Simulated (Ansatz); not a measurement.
Take MgS in the rock salt structure (space group Fm-3m, No. 225; a = 5.182 Å) as the base. Axes: x, y, z lie along the cube axes.

Calculations: PBEsol (Ansatz, an electronic-structure program; PAW; 420 eV plane waves; spin-orbit coupling left out).

Before the change:

The band gap is 2.73 eV, the pressure comes out as 0.00 GPa and the smallest direct gap comes out as 3.69 eV.

The change: compressive biaxial strain of 1.50 % in the plane normal to [001], as in epitaxy on a mismatched substrate; the out-of-plane cell vector and the atoms relax.

**Question.** What does the calculation give for the band gap after the change?

**Answer.** The band gap shrinks by 0.06 eV to 2.67 eV.

**Question.** How does this affect the pressure?

**Answer.** The pressure (mean of the normal stresses, compression positive) goes from zero to 1.89 GPa.

**Question.** What happens to the ratio −ε⊥/ε∥?

**Answer.** The ratio −ε⊥/ε∥ amounts to 0.55.

**Question.** Predict the new smallest direct gap.

**Answer.** The smallest direct gap goes up by 0.11 eV, from 3.69 eV to 3.80 eV.

No phonon test of stability was made.
